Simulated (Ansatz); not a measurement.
The parent structure is HfN in the rock salt structure (space group Fm-3m, No. 225; relaxed with 0.1 eV smearing).

```xyz
2
Lattice="0.0000 2.2509 2.2509 2.2509 0.0000 2.2509 2.2509 2.2509 0.0000" Properties=species:S:1:pos:R:3 pbc="T T T"
N      0.0000     0.0000     0.0000
Hf     2.2509     2.2509     2.2509
```

Cartesian axes are those of the cell as printed.

Level of theory: Ansatz (an electronic-structure program) PBEsol, no spin-orbit coupling.

For the base:

The shortest interatomic distance comes out as 2.251 Å.

Modification: tensor shear ε_yz = −1.77 % (engineering shear γ = -0.0354), atoms relaxed at fixed cell.

Task: How does this affect the stress, energy relative to the base and shortest interatomic distance?

Result: The stress (xx, yy, zz, yz, xz, xy; compression positive) is (0.0, 0.2, 0.2, 4.4, 0.0, 0.0) GPa; the energy rises by 5.6 meV/atom; the shortest interatomic distance is still 2.251 Å.

The cells carry an imposed strain or load. Stability against distortions was not tested. All final runs are without spin polarisation. An odd electron count without spin: HfN.
